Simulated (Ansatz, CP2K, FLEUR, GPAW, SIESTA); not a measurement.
## Code comparison for a (001) slab of TiAl (cut from a parent of space group no. 123; 4 atoms in the cell)

Self-consistent single point.

```
AlTi
1.0
    2.86106     0.00000     0.00000
    0.00000     2.86106     0.00000
    0.00000     0.00000    20.09960
Ti Al
2 2
Direct
  0.50000   0.50000   0.34827
  0.50000   0.50000   0.55058
  0.00000   0.00000   0.44942
  0.00000   0.00000   0.65173
```

Shared settings, as Ansatz (an electronic-structure program) writes them: kpoints.mp_grid.grid = 8 8 1; scf.occupations.method = fermi_dirac; scf.occupations.width = 0.05 eV. Potentials and cutoffs stand in the table.

```
code                                                                                                                            model  largest force (eV/Å)           cutoff
------  -----------------------------------------------------------------------------------------------------------------------------  --------------------  ---------------
FLEUR                                                  PBEsol, all-electron FLAPW (FLEUR, film geometry), scalar-relativistic valence                 0.651  Kmax 4.1 1/bohr
SIESTA  GGA PBEsol, numerical atomic orbitals DZP, PseudoDojo PBEsol standard norm-conserving potentials (rewritten from UPF to PSML)                 0.706      grid 400 Ry
GPAW                                                                            PBEsol, GPAW PAW datasets PBEsol (made by gpaw-setup)                 0.630           850 eV
Ansatz                                                                                        PBEsol, default PAW files made with PBE                 0.650          default
CP2K                                                       PBEsol, GPW, DZVP-MOLOPT-SR-GTH basis, GTH-PBE potentials (GTH_POTENTIALS)                 0.571      grid 600 Ry
```

Size of the force on each atom (eV/Å): Sizes of forces hide their directions.

| code | Ti1 | Ti2 | Al3 | Al4 |
|---|---|---|---|---|
| FLEUR | 0.651 | 0.405 | 0.437 | 0.612 |
| SIESTA | 0.706 | 0.325 | 0.437 | 0.595 |
| GPAW | 0.630 | 0.410 | 0.439 | 0.603 |
| Ansatz | 0.650 | 0.411 | 0.439 | 0.622 |
| CP2K | 0.571 | 0.408 | 0.422 | 0.559 |

On Ansatz's run: spin polarisation is off. The two faces of this cut differ, and no dipole correction was used.

The spread over the programs that give each value: largest force within 0.135 eV/Å.

SIESTA and CP2K use small atom-centred bases, whose incompleteness enters pressures, forces and empty levels differently from a plane-wave cutoff. FLEUR treats all electrons, but the usual bases taken here (sphere radii, linearisation, local orbitals, empty states) were not tested for convergence, so the values are no reference for the others. In the force vectors, SIESTA (by 0.086) lies more than 0.08 eV/Å from the median of the plane-wave programs.

The starting cell comes from a database of computed structures (which also holds hypothetical and non-ambient phases and stackings), without a prior relaxation at this level. The slab is cut from that crystal, and its faces are unrelaxed. Its lattice was rescaled in the plane by a random factor within 2.5 % of one.

Left out of this page: ABINIT (with a known weakness of the program); Elk (not drawn, or without a comparable value).

Keys are those of Ansatz 0.2.
